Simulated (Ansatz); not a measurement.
Take SnPt3 in the Cu3Au type structure (space group Pm-3m, No. 221; a = 4.0064 Å) as the base.

Levels (all Ansatz, an electronic-structure program, PAW): PBEsol (420 eV, spin-orbit coupling left out); PBEsol+SOC (420 eV, spin-orbit coupling included).

The geometry is relaxed with PBEsol.

```
Item               Value
---------------  -------
PBEsol pressure  0.0 GPa
```

Question: How does going to PBEsol+SOC change the pressure?

Answer: The pressure goes from zero to -0.2 GPa.

Single points use the geometry relaxed with PBEsol. The spin-orbit shifts are approximate. No phonon test of stability was made. The runs without spin-orbit coupling are not spin-polarised.
